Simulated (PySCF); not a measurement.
PySCF 2.14.0, BP86/def2-svp, df: [SiH2][SiH]([SiH3])[SiH3], charge +1, multiplicity 1, 13 atoms. The geometry is a generated start, not checked to be a minimum at this level.

```
Quantity                       Value
-------------------  ---------------
task                          energy
method                          bp86
basis                       def2-svp
two-electron scheme  density fitting
mol.max_memory               3000 MB
mf.max_cycle                     100
mf.init_guess        minao (default)
mf.DIIS              CDIIS (default)
mf.diis_space            8 (default)
mf.conv_tol          1e-09 (default)
mf.grids.level           3 (default)
basis functions                  117
grid points                   164992
```

```xyz
13

Si    -0.1745     2.2752     0.1877
Si    -0.0187     0.0579    -0.5279
Si    -1.9838    -1.1317     0.1376
Si     2.1479    -0.8139    -0.0132
H     -0.3717     3.5709    -0.4736
H     -0.1051     2.7013     1.5905
H     -0.1027     0.3387    -1.9882
H     -2.4464    -1.9079    -1.0071
H     -2.9920    -0.1600     0.5618
H     -1.6083    -1.9957     1.2533
H      1.9486    -2.1351     0.5731
H      2.9254    -0.8904    -1.2428
H      2.7813     0.0906     0.9489
```

Charge 1 and multiplicity 1 are set for this test and not shown to be the ground state.

One run each on 2 threads, 1 BLAS thread. Values of level_shift (Hartree) tried: 0 (default), 0.1, 0.3, 1.

Task: Predict the course of the Fock builds along this series.

Result: Fewest Fock builds, within one of each other: 0 (default) with 12, 0.1 with 12. The count rises to 70 at 1. All converge to one solution.

| level_shift (Hartree) | Fock builds | end |
|---|---|---|
| 0 (default) | 12 | same solution |
| 0.1 | 12 | same solution |
| 0.3 | 25 | same solution |
| 1 | 70 | same solution |
